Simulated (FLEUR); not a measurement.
FLEUR run on Be (P-1, 2 atoms in the cell): self-consistent single point.

Method: PBE, all-electron FLAPW (FLEUR), scalar-relativistic valence.

The change in words: lattice scaled by 0.98. Reference geometry:
```
CELL_PARAMETERS angstrom
      2.26478     0.00000     0.00000
     -1.13239     1.96136     0.00000
      0.00000     0.00000     3.57410
ATOMIC_POSITIONS crystal
  Be 0.33279 0.66981 0.75034
  Be 0.66721 0.33019 0.24966
```

Reference input (self-consistent single point, DFT, PBE, all-electron FLAPW (FLEUR), scalar-relativistic valence): Kmax = 4.1 1/bohr; GmaxXC = 16.4 1/bohr; xcFunctional = pbe; jspins = 1; l_soc = F; mode = gauss; fermiSmearingEnergy = 0.00999582 Htr; mesh (inpgen div1-3) = 13 13 8; inpgen gamma flag = true; Gmax = 16.4 1/bohr; numbands = 0; maxIterBroyd = 15. This run's input differs from it in these lines:

```diff
@@ -3,5 +3,5 @@
 &input film=f /
-2.2647799919 0.0000000019 0.0000000000
--1.1323899976 1.9613570061 0.0000000000
-0.0000000000 0.0000000000 3.5741000000
+2.2194842729 -0.0000000633 0.0000000000
+-1.1097420816 1.9221297953 0.0000000000
+0.0000000000 0.0000000000 3.5026180000
 1.8897261246
@@ -43,5 +43,5 @@
          <bravaisMatrix>
-            <row-1>    4.2798139171648053     0.0000000035904796     0.0000000000000000</row-1>
-            <row-2>   -2.1399069617004511     3.7064275740944117     0.0000000000000000</row-2>
-            <row-3>    0.0000000000000000     0.0000000000000000     6.7540701419328597</row-3>
+            <row-1>    4.1942174136379657    -0.0000001196196637     0.0000000000000000</row-1>
+            <row-2>   -2.0971086031675052     3.6322988890504604     0.0000000000000000</row-2>
+            <row-3>    0.0000000000000000     0.0000000000000000     6.6189887390942026</row-3>
          </bravaisMatrix>
```

Output, abridged:

```
 Iteration:     1   Distance:       8.36623045 me/bohr^3
 Iteration:     2   Distance:       7.88453832 me/bohr^3
 Iteration:     3   Distance:       0.26723644 me/bohr^3
 Iteration:     4   Distance:       0.10265310 me/bohr^3
 Iteration:     5   Distance:       0.05350531 me/bohr^3
 Iteration:     6   Distance:       0.00795566 me/bohr^3
 Iteration:     7   Distance:       0.00286691 me/bohr^3
 Iteration:     8   Distance:       0.00026459 me/bohr^3
 Iteration:     9   Distance:       0.00001010 me/bohr^3
 Iteration:    10   Distance:       0.00000960 me/bohr^3
 Reset of history
 Run finished successfully
 Stop message:
   Structural relaxation: new displacements generated

[file out, last iteration]
             iter=     11
[...]
          total density-effective poten   -4.2470896303E+01
          total charge density-energy d   -5.8606793657E+00
 Updated energy parameters for spin:           1
[...]
 fermi energy and band-weighting factors:

[...]
FERMIE:
          first approx. to ef    (T=0)  :   0.290792 htr   (energy of the highest occ. eigenvalue)
          number of occ. states  (T=0)  :       1354
          first approx. to seigv (T=0)  :   0.439342 htr
          sum of weights of occ. states :   2.000000
          sum of semicore charge        :   0.000000 e
          fermi energy=   0.29612 har   work function=  -8.05774 ev
          number of valence electrons=   4.00000
   [... lines left out ...]
     k-point=  484
     k-point=  485
     k-point=  486
     k-point=  487
     k-point=  488
     k-point=  489
     k-point=  490
     k-point=  491
     k-point=  492
     k-point=  493
     k-point=  494
     k-point=  495
     k-point=  496
     k-point=  497
     k-point=  498
     k-point=  499
     k-point=  500
     k-point=  501
     k-point=  502
     k-point=  503
     k-point=  504
     k-point=  505
     k-point=  506
```

The run converged in 10 iterations. FLEUR gives forces in its relaxation mode, with a further iteration, so its stop message speaks of a relaxation. Against the reference run the total energy goes up by 10.1 meV/atom and the largest force goes from 0.058 to 0.064 eV/Å.

The starting cell comes from a database of computed structures (which also holds hypothetical and non-ambient phases and stackings), without a prior relaxation at this level. Its atoms were displaced at random from the sites of space group no. 194. For this run, on top of that: lattice scaled by 0.98. Values depend on the basis (sphere radii, cutoffs, local orbitals), which need not be converged.

Cost on one core of a shared machine: roughly 3 min.
